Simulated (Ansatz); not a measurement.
```
CELL_PARAMETERS angstrom
     18.00000     0.00000     0.00000
      0.00000    18.00000     0.00000
      0.00000     0.00000     5.33569
ATOMIC_POSITIONS crystal
  Si 0.69101 0.50000 0.66708
  C  0.67815 0.58580 0.83292
  C  0.69773 0.50000 0.33292
  Si 0.61909 0.64934 0.66708
  C  0.54400 0.69279 0.83292
  Si 0.67209 0.58288 0.16708
  C  0.62329 0.65460 0.33292
  Si 0.45750 0.68623 0.66708
  C  0.37671 0.65460 0.83292
  Si 0.54250 0.68623 0.16708
  C  0.45600 0.69279 0.33292
  Si 0.32791 0.58288 0.66708
  C  0.30227 0.50000 0.83292
  Si 0.38091 0.64934 0.16708
  C  0.32185 0.58580 0.33292
  Si 0.32791 0.41712 0.66708
  C  0.37671 0.34540 0.83292
  Si 0.30899 0.50000 0.16708
  C  0.32185 0.41420 0.33292
  Si 0.45750 0.31377 0.66708
  C  0.54400 0.30721 0.83292
  Si 0.38091 0.35066 0.16708
  C  0.45600 0.30721 0.33292
  Si 0.61909 0.35066 0.66708
  C  0.67815 0.41420 0.83292
  Si 0.54250 0.31377 0.16708
  C  0.62329 0.34540 0.33292
  Si 0.67209 0.41712 0.16708
```

Computed with PBE (plane waves to 420 eV, PAW; Ansatz, a quantum-chemistry and plane-wave program). Mesh 1×1×6. No spin polarisation. One-dimensional cell, images about 11 Å apart. A hypothetical model, rolled from the flat sheet. It keeps the symmetry and period of its start, so it need not be a minimum against all distortions.

Question: Tabulate the two highest filled and two lowest empty levels along the axis, from the valence top.

Answer: 
```csv
k (2π/c),v2 (eV),v1 (eV),c1 (eV),c2 (eV)
0.000,0.00,0.00,1.20,1.90
0.042,-0.02,-0.02,1.23,1.93
0.083,-0.09,-0.09,1.31,2.02
0.125,-0.10,-0.10,1.43,2.15
0.167,-0.13,-0.13,1.58,2.31
0.208,-0.16,-0.16,1.74,2.50
0.250,-0.20,-0.20,1.92,2.69
0.292,-0.25,-0.25,2.09,2.88
0.333,-0.31,-0.31,2.27,3.04
0.375,-0.38,-0.38,2.46,3.05
0.417,-0.45,-0.45,2.64,3.06
0.458,-0.52,-0.52,2.83,3.10
0.500,-0.60,-0.60,3.01,3.01
```
